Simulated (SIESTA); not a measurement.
## Input and output of a self-consistent single point for ZnSnSb2 (Pmm2, 4 atoms in the cell) (SIESTA)

Level of theory: LDA PW92, numerical atomic orbitals DZP, PseudoDojo LDA standard norm-conserving potentials (rewritten from UPF to PSML) (SIESTA 5.4.2).

Input:

```
# files in the folder: Zn.psml Sn.psml Sb.psml (PseudoDojo LDA standard)
SystemName  ZnSnSb2
SystemLabel ZnSnSb2

NumberOfAtoms                4
NumberOfSpecies              3
%block ChemicalSpeciesLabel
  1 30 Zn
  2 50 Sn
  3 51 Sb
%endblock ChemicalSpeciesLabel
LatticeConstant              1.0 Ang
%block LatticeVectors
     4.499097000    0.000000000    0.000000000
     0.000000000    4.499097000    0.000000000
     0.000000000    0.000000000    6.294367000
%endblock LatticeVectors
AtomicCoordinatesFormat      Ang
%block AtomicCoordinatesAndAtomicSpecies
     0.000000000    0.000000000    0.050002451  1
     2.249548500    2.249548500    3.147183500  2
     0.000000000    2.249548500    1.399867221  3
     2.249548500    0.000000000    4.894499779  3
%endblock AtomicCoordinatesAndAtomicSpecies

XC.functional                LDA
XC.authors                   PW92
PAO.BasisSize                DZP
PAO.EnergyShift              0.005 Ry
MeshCutoff                   350 Ry
%block kgrid.MonkhorstPack
    4   0   0  0.0
    0   4   0  0.0
    0   0   3  0.0
%endblock kgrid.MonkhorstPack
OccupationFunction           FD
ElectronicTemperature        1160.45 K

MaxSCFIterations             150
SCF.Mixer.Method             Pulay
SCF.Mixer.Weight             0.1
SCF.Mixer.History            8
SCF.DM.Tolerance             1.0E-05
Diag.ParallelOverK           true
WriteForces                  true
```

Output (repeated stretches shortened):

```
reinit: Reading from file input.fdf

reinit: System Name: ZnSnSb2
reinit: System Label: ZnSnSb2

coor:   Atomic-coordinates input format  =     Cartesian coordinates
coor:                                          (in Angstroms)

siesta: Atomic coordinates (Bohr) and species
siesta:      0.00000   0.00000   0.09449  1        1
siesta:      4.25103   4.25103   5.94731  2        2
siesta:      0.00000   4.25103   2.64537  3        3
siesta:      4.25103   0.00000   9.24926  3        4

siesta: System type = bulk

initatomlists: Number of atoms, orbitals, and projectors:      4    73    72

siesta: ******************** Simulation parameters ****************************
redata: Spin configuration                          = none
redata: Time-Reversal Symmetry                      = T
redata: Number of Atomic Species                    =        3
redata: Mesh Cutoff                                 =   350.0000 Ry
redata: Net charge of the system                    =     0.0000 |e|
redata: Min. number of SCF Iter                     =        0
redata: Max. number of SCF Iter                     =      150
redata: SCF convergence failure will abort job
redata: SCF mix quantity                            = Hamiltonian
redata: Mix DM or H after convergence               =   F
redata: Recompute H after scf cycle                 =   F
redata: Mix DM in first SCF step                    =   T
redata: No kicks to SCF
redata: DM Mixing Weight for Kicks                  =     0.5000
redata: Require Harris convergence for SCF          =   F
redata: Harris energy tolerance for SCF             =     0.000100 eV
redata: Require DM convergence for SCF              =   T
redata: DM tolerance for SCF                        =     0.000010
redata: Require EDM convergence for SCF             =   F
redata: EDM tolerance for SCF                       =     0.001000 eV
redata: Require H convergence for SCF               =   T
redata: Hamiltonian tolerance for SCF               =     0.001000 eV
redata: Require (free) Energy convergence for SCF   =   F
redata: (free) Energy tolerance for SCF             =     0.000100 eV
redata: Using DFT-D3 dispersion                     =   F
redata: Using Saved Data (generic)                  =   F
redata: Method of Calculation                       = Diagonalization
redata: Electronic Temperature                      =  1160.4500 K
redata: Number of TDED substeps                     =        3
redata: Dynamics option                             = Single-point calculation
redata: Save all siesta data in one NC              =   F
redata: ***********************************************************************

%block SCF.Mixers
  Pulay
%endblock SCF.Mixers

%block SCF.Mixer.Pulay
  # Mixing method
  method pulay
  variant stable

  # Mixing options
  weight 0.1000
  weight.linear 0.1000
  history 8
%endblock SCF.Mixer.Pulay

DM_history_depth set to one: no extrapolation allowed by default for geometry relaxation
Size of DM history Fstack: 1
Total number of electrons:    64.000000
Total ionic charge:    64.000000

* ProcessorY, Blocksize:    1  64

* Orbital distribution balance (max,min):    73    73

k-point displ. along   1 input, could be:     0.00    0.50
k-point displ. along   2 input, could be:     0.00    0.50
 Kpoints in:           32 . Kpoints trimmed:           28

siesta: k-grid: Number of k-points = 28
siesta: k-points from Monkhorst-Pack grid
siesta: k-cutoff (effective) =     8.998 Ang
siesta: k-point supercell and displacements
siesta: k-grid:     4     0     0      0.000
siesta: k-grid:     0     4     0      0.000
siesta: k-grid:     0     0     3      0.000

diag: Algorithm                                     = D&C
diag: Parallel over k                               =   F
diag: Use parallel 2D distribution                  =   F
diag: Parallel block-size                           = 64
diag: Parallel distribution                         =     1 x     1
diag: Used triangular part                          = Lower
diag: Absolute tolerance                            =  0.100E-15
diag: Orthogonalization factor                      =  0.100E-05
diag: Memory factor                                 =  1.0000

superc: Internal auxiliary supercell:     5 x     5 x     5  =     125
superc: Number of atoms, orbitals, and projectors:    500   9125   9000

                        Single-point calculation

superc: Internal auxiliary supercell:     5 x     5 x     5  =     125
superc: Number of atoms, orbitals, and projectors:    500   9125   9000

outcell: Unit cell vectors (Ang):
        4.499097    0.000000    0.000000
        0.000000    4.499097    0.000000
        0.000000    0.000000    6.294367

outcell: Cell vector modules (Ang)   :    4.499097    4.499097    6.294367
outcell: Cell angles (23,13,12) (deg):     90.0000     90.0000     90.0000
outcell: Cell volume (Ang**3)        :    127.4098
new_DM -- step:     1
Initializing Density Matrix...

Attempting to read DM from file... Failed...
DM filled with atomic data:

InitMesh: MESH = 54 x 54 x 72 = 209952
InitMesh: Mesh cutoff (required, used) =   350.000   361.629 Ry

stepf: Fermi-Dirac step function

        iscf     Eharris(eV)        E_KS(eV)     FreeEng(eV)     dDmax    Ef(eV) dHmax(eV)
   scf:    1   -12582.713288   -12699.037922   -12699.145032  1.759203 -2.592974 58.881121
   scf:    2   -12778.376422   -12753.467306   -12753.492618  0.456349 -3.570932 14.199924
   scf:    3   -12756.291852   -12754.994069   -12755.016442  0.131133 -3.642196  8.881526
   scf:    4   -12756.135320   -12755.926828   -12755.947252  0.297118 -3.740981  1.527248
   scf:    5   -12755.964568   -12755.953373   -12755.975959  0.020686 -3.785413  0.854305
   scf:    6   -12755.903821   -12755.945142   -12755.968799  0.069686 -3.794250  1.411688
   [... 3 lines left out ...]
   scf:   10   -12755.969401   -12755.969345   -12755.992059  0.004468 -3.796512  0.043501
   scf:   11   -12755.969329   -12755.969340   -12755.992077  0.000827 -3.796192  0.017689
   scf:   12   -12755.969334   -12755.969337   -12755.992079  0.000207 -3.796005  0.010438
   scf:   13   -12755.969321   -12755.969329   -12755.992081  0.000342 -3.795969  0.000182
   scf:   14   -12755.969329   -12755.969329   -12755.992081  0.000004 -3.795972  0.000056

SCF Convergence by DM+H criterion
max |DM_out - DM_in|         :     0.0000036481
max |H_out - H_in|      (eV) :     0.0000557829
SCF cycle converged after 14 iterations

Using DM_out to compute the final energy and forces

siesta: E_KS(eV) =           -12755.9693

siesta: E_KS - E_eggbox =    -12755.9693

siesta: Atomic forces (eV/Ang):
     1    0.000000    0.000000   -0.231458
     2    0.000000   -0.000000    0.061066
     3    0.000000   -0.000000   -0.070542
     4    0.000000   -0.000000    0.242055
   Tot    0.000000   -0.000000    0.001121
   Max    0.242055
   Res    0.100361    sqrt( Sum f_i^2 / 3N )
   Max    0.242055    constrained

Stress tensor Voigt[x,y,z,yz,xz,xy] (kbar):       23.06       16.32       29.04       -0.00        0.00        0.00
(Free)E + p*V (eV/cell)   -12757.8058
Target enthalpy (eV/cell)   -12755.9921

siesta: Program's energy decomposition (eV):
siesta: Ebs     =     -1929.269096
siesta: Eions   =     15064.198655
siesta: Ena     =       936.205520
siesta: Ekin    =      6656.292810
siesta: Enl     =     -2936.512296
siesta: Eso     =         0.000000
siesta: Edftu   =         0.000000
siesta: DEna    =        55.253336
siesta: DUscf   =         3.364389
siesta: DUext   =         0.000000
siesta: Ex      =     -2218.957640
siesta: Ec      =      -187.416793
siesta: Exc     =     -2406.374434
siesta: Eharris =    -12755.969329
siesta: Etot    =    -12755.969329
siesta: FreeEng =    -12755.992081

siesta: Atomic forces (eV/Ang):
siesta:      1    0.000000    0.000000   -0.231458
siesta:      2    0.000000   -0.000000    0.061066
siesta:      3    0.000000   -0.000000   -0.070542
siesta:      4    0.000000   -0.000000    0.242055
siesta: ----------------------------------------
siesta:    Tot    0.000000   -0.000000    0.001121

siesta: Stress tensor (static) (eV/Ang**3):
siesta:     0.014391    0.000000    0.000000
siesta:     0.000000    0.010188    0.000000
siesta:     0.000000   -0.000000    0.018126

siesta: Cell volume =        127.409783 Ang**3

siesta: Pressure (static):
siesta:                Solid            Molecule  Units
siesta:          -0.00015504         -0.00019105  Ry/Bohr**3
siesta:          -0.01423510         -0.01754186  eV/Ang**3
siesta:         -22.80714064        -28.10515717  kBar
```

The run converged in 14 iterations.

The starting cell comes from a database of computed structures (which also holds hypothetical and non-ambient phases and stackings), without a prior relaxation at this level. Its lattice was rescaled by up to half a per cent. One atom was moved a little off its site on purpose. Values carry the incompleteness of an atom-centred basis.

Cost on one core of a shared machine: roughly 40 s.
